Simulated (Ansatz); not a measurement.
**Nb, response to strain**

Start from Nb in the bcc (W type) structure (space group Im-3m, No. 229; a = 3.2729 Å; relaxed with 0.1 eV smearing). Axes: x, y, z lie along the cube axes.

Strains are applied to the cell and any free atomic positions relax.

Level of theory: Ansatz (a quantum-chemistry and plane-wave program), PBEsol, PAW, cutoff 420 eV, no SOC.

Notes on the quantities. energy relative to the base: free energy F; pressure: mean of the normal stresses, compression positive.

| change | energy relative to the base | volume per atom | pressure |
|---|---|---|---|
| base | 0 meV/atom | 17.53 Å³ | 0.0 GPa |
| tensor shear ε_xy = +1.14 % | +0.4 meV/atom | 17.53 Å³ | 0.0 GPa |
| tensor shear ε_xy = +1.43 % | +0.6 meV/atom | 17.53 Å³ | 0.0 GPa |
| tensor shear ε_xy = +1.71 % | +0.9 meV/atom | 17.52 Å³ | 0.1 GPa |
| tensor shear ε_xy = +0.29 % | 0.0 meV/atom | 17.53 Å³ | 0.0 GPa |
| tensor shear ε_xy = +0.86 % | +0.2 meV/atom | 17.53 Å³ | 0.0 GPa |
| tensor shear ε_xy = +0.57 % | +0.1 meV/atom | 17.53 Å³ | 0.0 GPa |
| tensor shear ε_xy = +2.00 % | +1.2 meV/atom | 17.52 Å³ | 0.1 GPa |

No phonon test of stability was made. All final runs are without spin polarisation.
